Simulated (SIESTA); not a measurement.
# SIESTA run on MnZnF6 (R-3, 8 atoms in the cell): self-consistent single point

Computed with GGA PBEsol+U, numerical atomic orbitals DZP, PseudoDojo PBEsol standard norm-conserving potentials (rewritten from UPF to PSML) in SIESTA.

The input file:

```
# files in the folder: Mn.psml Zn.psml F.psml (PseudoDojo PBEsol standard)
SystemName  MnZnF6
SystemLabel siesta

NumberOfAtoms                8
NumberOfSpecies              3
%block ChemicalSpeciesLabel
  1 25 Mn
  2 30 Zn
  3 9 F
%endblock ChemicalSpeciesLabel
LatticeConstant              1.0 Ang
%block LatticeVectors
     2.399053000    1.385094000    4.340600000
    -2.399053000    1.385094000    4.340600000
     0.000000000   -2.770188000    4.340600000
%endblock LatticeVectors
AtomicCoordinatesFormat      ScaledCartesian
%block AtomicCoordinatesAndAtomicSpecies
     0.000000000    0.000000000    0.000000000  1
     0.000000000    0.000000000    6.510900000  2
     1.596929629    0.180768618    5.367629366  3
    -1.596929629   -0.180768618    7.654170634  3
    -0.955015018    1.292597423    5.367629366  3
     0.955015018   -1.292597423    7.654170634  3
    -0.641914611   -1.473366041    5.367629366  3
     0.641914611    1.473366041    7.654170634  3
%endblock AtomicCoordinatesAndAtomicSpecies

XC.functional                GGA
XC.authors                   PBEsol
PAO.BasisSize                DZP
PAO.EnergyShift              0.01 Ry
MeshCutoff                   300 Ry
%block kgrid.MonkhorstPack
    5   0   0  0.0
    0   5   0  0.0
    0   0   5  0.0
%endblock kgrid.MonkhorstPack
OccupationFunction           MP
OccupationMPOrder            0
ElectronicTemperature        116.05 K
Spin                         polarized
%block DM.InitSpin
  1 +4.00
  2 +0.00
  3 +0.00
  4 +0.00
  5 +0.00
  6 +0.00
  7 +0.00
  8 +0.00
%endblock DM.InitSpin
DFTU.ProjectorGenerationMethod 2
DFTU.CutoffNorm              0.9
DFTU.FirstIteration          true
%block DFTU.proj
  Mn 1
  n=3 2
  3.90 0.00
  0.00 0.00
%endblock DFTU.proj

MaxSCFIterations             150
SCF.Mixer.Method             Pulay
SCF.Mixer.Weight             0.1
SCF.Mixer.History            6
SCF.DM.Tolerance             1.0E-04
Diag.ParallelOverK           true
WriteForces                  true
Charge.Mulliken              end
```

Log, with long lists cut:

```
reinit: Reading from file input.fdf

reinit: System Name: MnZnF6
reinit: System Label: siesta

NOTE on units for spin output:
{S} is the spin magnetic moment, in units of the Bohr magneton,
assuming a g-factor for the electron spin of exactly 2.
The spin magnetic moment is then numerically equal to the charge inbalance,
in units of electrons, between the spin-up and -down channels.

coor:   Atomic-coordinates input format  =     Cartesian coordinates
coor:                                          (in units of alat)

siesta: Atomic coordinates (Bohr) and species
siesta:      0.00000   0.00000   0.00000  1        1
siesta:      0.00000   0.00000  12.30382  2        2
siesta:      3.01776   0.34160  10.14335  3        3
siesta:     -3.01776  -0.34160  14.46429  3        4
siesta:     -1.80472   2.44266  10.14335  3        5
siesta:      1.80472  -2.44266  14.46429  3        6
siesta:     -1.21304  -2.78426  10.14335  3        7
siesta:      1.21304   2.78426  14.46429  3        8

siesta: System type = bulk

initatomlists: Number of atoms, orbitals, and projectors:      8   116   114

siesta: ******************** Simulation parameters ****************************
redata: Spin configuration                          = collinear
redata: Time-Reversal Symmetry                      = T
redata: Number of Atomic Species                    =        3
redata: Mesh Cutoff                                 =   300.0000 Ry
redata: Net charge of the system                    =     0.0000 |e|
redata: Min. number of SCF Iter                     =        0
redata: Max. number of SCF Iter                     =      150
redata: SCF convergence failure will abort job
redata: SCF mix quantity                            = Hamiltonian
redata: Mix DM or H after convergence               =   F
redata: Recompute H after scf cycle                 =   F
redata: Mix DM in first SCF step                    =   T
redata: No kicks to SCF
   [... lines left out ...]

                        Single-point calculation

superc: Internal auxiliary supercell:     5 x     5 x     5  =     125
superc: Number of atoms, orbitals, and projectors:   1000  14500  14250

outcell: Unit cell vectors (Ang):
        2.399053    1.385094    4.340600
       -2.399053    1.385094    4.340600
        0.000000   -2.770188    4.340600

outcell: Cell vector modules (Ang)   :    5.149247    5.149247    5.149248
outcell: Cell angles (23,13,12) (deg):     55.5374     55.5374     55.5374
outcell: Cell volume (Ang**3)        :     86.5406
new_DM -- step:     1
Initializing Density Matrix...

Attempting to read DM from file... Failed...
initDM: WARNING: atom 2 has a closed-shell and cannot be polarized
DM filled with atomic data (user-defined):

InitMesh: MESH = 48 x 48 x 48 = 110592
InitMesh: Mesh cutoff (required, used) =   300.000   337.975 Ry
hubbard_term: recalculating local occupations    1
hubbard_term: maximum change in local occup.    0.850296
hubbard_term: recalculating Hamiltonian

stepf: Methfessel-Paxton step function
       Using Hermite-Gauss polynomials of order  0
hubbard_term: recalculating local occupations    1
hubbard_term: maximum change in local occup.    0.077020
hubbard_term: recalculating Hamiltonian
        iscf     Eharris(eV)        E_KS(eV)     FreeEng(eV)     dDmax    Ef(eV) dHmax(eV)
   scf:    1   -12514.843798   -12603.538911   -12603.539656  0.866626 -0.175950 52.907020
     spin moment: {S} , |S| = {        0.0        0.0    3.39460 }     3.39460
   scf:    2   -12635.131728   -12636.948637   -12636.948637  0.413272 -1.305855 25.080058
     spin moment: {S} , |S| = {        0.0        0.0    3.00000 }     3.00000
   scf:    3   -12649.179567   -12643.454227   -12643.454227  0.153732 -3.701623 17.429265
     spin moment: {S} , |S| = {        0.0        0.0    3.00000 }     3.00000
   scf:    4   -12637.552864   -12647.181009   -12647.181009  0.334250 -5.654745 10.243317
     spin moment: {S} , |S| = {        0.0        0.0    3.00000 }     3.00000
   scf:    5   -12596.927251   -12634.714540   -12634.714540  0.484489 -1.980188 28.299558
     spin moment: {S} , |S| = {        0.0        0.0    3.00000 }     3.00000
   scf:    6   -12657.289564   -12649.850962   -12649.850962  0.401072 -5.699020  5.573713
   [... lines left out ...]
hubbard_term: maximum change in local occup.    0.000349
   scf:   35   -12650.584063   -12650.584053   -12650.584053  0.000341 -6.877763  0.003645
     spin moment: {S} , |S| = {        0.0        0.0    3.00000 }     3.00000
hubbard_term: recalculating local occupations   25
hubbard_term: maximum change in local occup.    0.000666
   scf:   36   -12650.584425   -12650.584420   -12650.584420  0.000157 -6.877058  0.001247
     spin moment: {S} , |S| = {        0.0        0.0    3.00000 }     3.00000
hubbard_term: recalculating local occupations   26
hubbard_term: maximum change in local occup.    0.000606
   scf:   37   -12650.584356   -12650.584356   -12650.584356  0.000037 -6.877094  0.001031
     spin moment: {S} , |S| = {        0.0        0.0    3.00000 }     3.00000
hubbard_term: recalculating local occupations   27
hubbard_term: maximum change in local occup.    0.000605
   scf:   38   -12650.584354   -12650.584354   -12650.584354  0.000006 -6.877085  0.000865
     spin moment: {S} , |S| = {        0.0        0.0    3.00000 }     3.00000
SCF Convergence by DM+H criterion
max |DM_out - DM_in|         :     0.0000057263
max |H_out - H_in|      (eV) :     0.0008654093
DFT+U population converged by dTol_pop criteria:
max |pop(DFT+U)_i - pop(DFT+U)_j|:     0.0006050538
SCF cycle converged after 38 iterations

Using DM_out to compute the final energy and forces
hubbard_term: recalculating local occupations   28
hubbard_term: maximum change in local occup.    0.000605
hubbard_term: recalculating Hamiltonian and forces

siesta: E_KS(eV) =           -12650.5837

siesta: E_KS - E_eggbox =    -12650.5837

siesta: Atomic forces (eV/Ang):
     1   -0.000000   -0.000000   -0.000000
     2   -0.000000   -0.000000    0.000000
     3   -0.195014   -0.871379    0.483969
     4    0.195014    0.871379   -0.483969
     5    0.852145    0.266802    0.483970
     6   -0.852145   -0.266802   -0.483970
     7   -0.657129    0.604577    0.483970
     8    0.657129   -0.604577   -0.483970
   Tot   -0.000000   -0.000000    0.000000
   Max    0.871379
   Res    0.507828    sqrt( Sum f_i^2 / 3N )
   Max    0.871379    constrained

Stress tensor Voigt[x,y,z,yz,xz,xy] (kbar):      -70.68      -70.68      -70.28        0.00       -0.00       -0.02
(Free)E + p*V (eV/cell)   -12646.7731
Target enthalpy (eV/cell)   -12650.5837

siesta: Program's energy decomposition (eV):
siesta: Ebs     =     -2083.060341
siesta: Eions   =     17065.664744
siesta: Ena     =      1779.245645
siesta: Ekin    =      6489.159762
siesta: Enl     =     -1945.777850
siesta: Eso     =         0.000000
siesta: Edftu   =         2.516355
siesta: DEna    =        70.593114
siesta: DUscf   =         7.142842
siesta: DUext   =         0.000000
siesta: Ex      =     -1867.746671
siesta: Ec      =      -120.052155
siesta: Exc     =     -1987.798826
siesta: Eharris =    -12650.584354
siesta: Etot    =    -12650.583702
siesta: FreeEng =    -12650.583702

siesta: Atomic forces (eV/Ang):
siesta:      1   -0.000000   -0.000000   -0.000000
siesta:      2   -0.000000   -0.000000    0.000000
siesta:      3   -0.195014   -0.871379    0.483969
siesta:      4    0.195014    0.871379   -0.483969
   [... lines left out ...]
siesta: Cell volume =         86.540641 Ang**3
siesta:          70.54806287        108.39908407  kBar
   [... lines left out ...]

             -0.026   0.002  -0.014

Species: Zn
Atom  Qatom  Qorb
               3s      4s      4s      3py     3pz     3px     4py     4pz
               4px     3dxy    3dyz    3dz2    3dxz    3dx2-y2 3dxy    3dyz
               3dz2    3dxz    3dx2-y2
   2  9.567   0.998   0.312  -0.088   1.000   1.000   1.000   0.121   0.129
              0.121   0.961   0.950   0.973   0.950   0.961   0.033   0.045

              0.021   0.045   0.033

Species: F
Atom  Qatom  Qorb
               2s      2s      2py     2pz     2px     2py     2pz     2px
               3Pdxy   3Pdyz   3Pdz2   3Pdxz   3Pdx2-y2
   3  3.661   0.905   0.023   0.990   0.963   0.944  -0.075  -0.057  -0.045
              0.002   0.003   0.002   0.002   0.002
   4  3.661   0.905   0.023   0.990   0.963   0.944  -0.075  -0.057  -0.045
   [... 9 lines left out ...]

mulliken: Qtot =       37.000

Mulliken Atomic Populations:
Atom #   charge [q] valence [e]      Sz [e]  Species
     1     1.125959   13.874041    2.935995  Mn
     2     0.869327   19.130673   -0.003047  Zn
     3    -0.332548    7.332548    0.011175  F
     4    -0.332548    7.332548    0.011175  F
     5    -0.332547    7.332547    0.011175  F
     6    -0.332547    7.332547    0.011175  F
     7    -0.332548    7.332548    0.011175  F
     8    -0.332548    7.332548    0.011175  F
 Total    -0.000000                3.000000
```

The run converged in 38 iterations.

The starting cell comes from a database of computed structures (which also holds hypothetical and non-ambient phases and stackings), without a prior relaxation at this level. Its lattice was rescaled by a random factor within 2.5 % of one. With one magnetic atom in the cell only a parallel order is possible. With U or open f shells several self-consistent states can exist. Values carry the incompleteness of an atom-centred basis. With a pressure of about 7 GPa the cell is away from its equilibrium volume at this level. Forces in this geometry exceed 1 eV/Å.

Cost on one core of a shared machine: roughly 3 min.
